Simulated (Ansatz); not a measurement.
Base system: WSi$_{2}$ (space group I4/mmm, No. 139; a = 3.212 Å, c = 7.804 Å).

Computed with r2SCAN (Ansatz, an electronic-structure program; PAW; 500 eV plane waves; spin-orbit coupling left out).

Before the change:

| Property | Result |
|---|---|
| Lattice parameter a | 3.212 Å |
| c/a ratio | 2.430 |

It is then changed as follows: every W is replaced by Mo; the structure is relaxed again.

Task: What does the calculation give for the lattice parameter a after the change?

Result: The lattice parameter a falls by 0.010 Å (3.212 Å → 3.202 Å).

Task: Predict the new c/a ratio.

Result: The c/a ratio goes up by 0.012 (2.430 → 2.442).

No phonon test of stability was made. All final runs are without spin polarisation.
